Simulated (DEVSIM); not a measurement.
System: isotype n-n heterojunction In0.49Ga0.51P/GaAs, at 300 K.

```
layer (left to right)       material  thickness (μm)  Nd (cm⁻³)  τn (s)  τp (s)
---------------------  -------------  --------------  ---------  ------  ------
1                      In0.49Ga0.51P           0.210       1e16  2.9e-9  2.9e-9
2                               GaAs           0.180     2.3e15  2.9e-9  2.9e-9
```

Left contact: ohmic. Right contact: ohmic. Voltage is applied to the left contact. Recombination: SRH at mid-gap, Auger. Mobility is μmin + (μ − μmin)/(1 + (N/Nref)^α).

Constants are typed, rounded textbook-type inputs, not results; the design itself was drawn at random and stands for no fabricated device. Values at 300 K; Nc and Nv go as T^1.5, mobilities as T to minus their exponent, the gap by Varshni's rule with the affinity fixed.

```tsv
parameter	In0.49Ga0.51P	GaAs
gap (eV)	1.89	1.424
affinity (eV)	4	4.07
permittivity	11.8	12.9
Nc (cm⁻³)	9e17	4.7e17
Nv (cm⁻³)	1.3e19	9e18
μn (cm²/Vs)	1500	8500
μp (cm²/Vs)	80	400
μn,min	400	500
μp,min	15	20
Nref,n	2e16	6e16
Nref,p	1.5e17	1.5e17
αn	0.7	0.39
αp	0.8	0.38
T exponent of μn	1.66	2.1
T exponent of μp	2	2.2
Cn (cm⁶/s)	3e-30	1e-30
Cp (cm⁶/s)	3e-30	1e-30
Varshni α (eV/K)	0.0005	0.000541
Varshni β (K)	250	204
```

Model (solved in DEVSIM): 1D drift-diffusion, Boltzmann statistics, complete ionisation; no tunnelling, impact ionisation, image-force lowering or self-heating. Band offsets follow the typed affinities; no thermionic-emission limit at abrupt steps, no polarisation charge.

Base results: potential step across the device at zero bias (V) 0.091.

**Question.** What follows from this one change: temperature 300 → 450 K?

**Answer.** potential step across the device at zero bias 0.091 → 0.102 V.

**Question.** What follows from this one change: doping Nd of layer 2 2.3e+15 → 2.3e+14 cm^-3?

**Answer.** potential step across the device at zero bias 0.091 → 0.151 V.
